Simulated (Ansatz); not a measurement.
**Step by step: formation energy of the neutral 3 H_i + V_Al in Al2O3 (corundum, R-3c)**

This concerns the formation energy of the neutral 3 H_i + V_Al in Al2O3 (corundum, R-3c). Reaction: 31/2 Al2O3 (corundum) + 3/2 H2O (gas) → cell A.

A: a supercell of 80 sites of Al2O3 (corundum, R-3c) with one empty Al site amid 6 O; three times H off the lattice sites (1 O at 1.00 Å); the closest two of these centres are 1.2 Å apart, the farthest 2.1 Å; spin state with PBE: run without spin.

Method: Ansatz (a first-principles code), PAW, neutral cells at 0 K with nuclei at rest, on structures from PBE. Ansatz runs with its default PAW set. Larger cells are relaxed from a start prepared with the learned potential CHGNet, on a coarser mesh till forces fall under 0.03 eV/Å, which some starts already meet. A dispersion term (D3(BJ), or D4 for r2SCAN) was computed beside these levels and is taken off wherever the name lacks it. The cell is small for its defects, so this is an ordered compound on the host's lattice rather than an isolated defect. The value holds for the reservoirs listed; other chemical potentials shift it. Cell A has symmetry R3 within 0.02 Å and got no random move, so less symmetric positions, which may lie lower, weren't tried.

Total energies of the cells in eV, at zero smearing width. They compare only within one column; the weights balance every element.

| cell | atoms | weight | PBE |
|---|---|---|---|
| A: Al2O3:3 H_i + V_Al | 82 | +1 | -44062.55432 |
| Al2O3 (corundum) | 80 | −31/32 | -44556.87088 |
| H2O (gas) | 3 | −3/2 | -599.22149 |

PBE: (-44062.55432) − 31/32 × (-44556.87088) − 3/2 × (-599.22149) = 0.747 eV.
